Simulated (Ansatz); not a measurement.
**A computed series for hypothetical simple cubic Ni: pressure series**

Start from Ni in the simple cubic structure (space group Pm-3m, No. 221; a = 2.289 Å; ferromagnetic; a hypothetical phase, not in the database extracts checked).

Cell and atoms are relaxed at each pressure.

Method: PBEsol (Ansatz, a quantum-chemistry and plane-wave program, PAW, no spin-orbit coupling).

```tsv
pressure (GPa)	volume per atom (Å³/atom)
-2	12.147
-1	12.069
0	11.995
0.3	11.973
1.5	11.887
3	11.787
5	11.659
7.5	?
10	11.372
```

Fit the third-order Birch–Murnaghan form P(V) = (3B₀/2)[(V₀/V)^(7/3) − (V₀/V)^(5/3)]·[1 + (3/4)(B₀′ − 4)((V₀/V)^(2/3) − 1)] (squares taken in P) to the rows shown and predict the withheld row.

Least squares on the printed values gives V₀ = 11.995 Å³/atom, B₀ = 164 GPa, B₀′ = 5.1; this predicts 11.510 Å³/atom, and the run gives 11.510 Å³/atom, in agreement.

Other magnetic orders, which the real material may have, were not ruled out. Load acts through the strain it causes; cell and atoms are relaxed under it. Whether these cells are dynamically stable was not tested. Competing high-pressure phases were not computed.
